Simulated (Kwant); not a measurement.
System: quantum point contact (saddle potential) in a GaN two-dimensional gas. Effective mass 0.22 mₑ, grid spacing 2 nm, hard walls, nominal width 60 nm (29 grid rows, so walls 60 nm apart), one parabolic valley, scattering region 180 nm long along x; energies count from the band bottom; Fermi energy 0.0225 eV. Potential (V0 + ½k y²) cos²(πx/L) for |x| < L/2, with V0 swept from 0.023625 to 0 eV, k = 0.00027 eV/nm², L = 46 nm.

The device is made up for the run: typed textbook-type constants, with dimensions and the other settings drawn at random.

Kwant, effective-mass tight-binding model on a square grid, one spin, coherent transport at 0 K. Conductance is in e²/h.

### Question
Compare with the saddle-point formula G = Σ 1/(1 + exp(−2π(E − V0 − ħωy(n + ½))/ħωx)), taking ħωy = ħ√(k/m) and ħωx from the curvature along x of V0 plus half of the mode's confinement energy.

### Answer
ħωy = 9.67 meV; at V0 = 19.2 meV the lowest mode has ħωx = 8.35 meV.

```tsv
V0 (meV)	formula	simulation
22.3	0.038	0.039
19.2	0.24	0.26
16.1	0.78	0.79
13.0	1.00	1.01
9.93	1.16	1.19
6.85	1.75	1.78
```

The formula takes a parabolic saddle in the continuum; the run has the full potential on a grid.
